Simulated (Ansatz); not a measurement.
We consider Mo (model structure, P6₃/mmc, No. 194, 2 atoms in the cell), described by r²SCAN (PAW; Ansatz, an electronic-structure program).

Numerical settings: plane-wave cutoff 560 eV, 24×24×12 k mesh (along the axes of the cell as run), Fermi–Dirac smearing 0.05 eV, no spin polarisation, scalar-relativistic PAW data made under PBE.

Cell (relaxed at this level):

```
CELL_PARAMETERS angstrom
      2.73650     0.00000     0.00000
     -1.36825     2.36988     0.00000
      0.00000     0.00000     4.92646
ATOMIC_POSITIONS crystal
  Mo 0.33333 0.66667 0.25000
  Mo 0.66667 0.33333 0.75000
```

Task: What does this level give for the bulk modulus?

Result: 
bulk modulus: 241 GPa

Note: the run has no spin polarisation, so it can have missed a magnetic state; the bulk modulus is −V dP/dV from two relaxed cells at ±2 % in volume; the relaxation could raise the start's symmetry but not lower it, so the cell can be a saddle point.

The computed numbers hold no vibrational or temperature effects.

A model structure was made by putting elements into a prototype or built by hand; it is no filed structure, need not be a known phase, and can be a saddle point held by its symmetry.
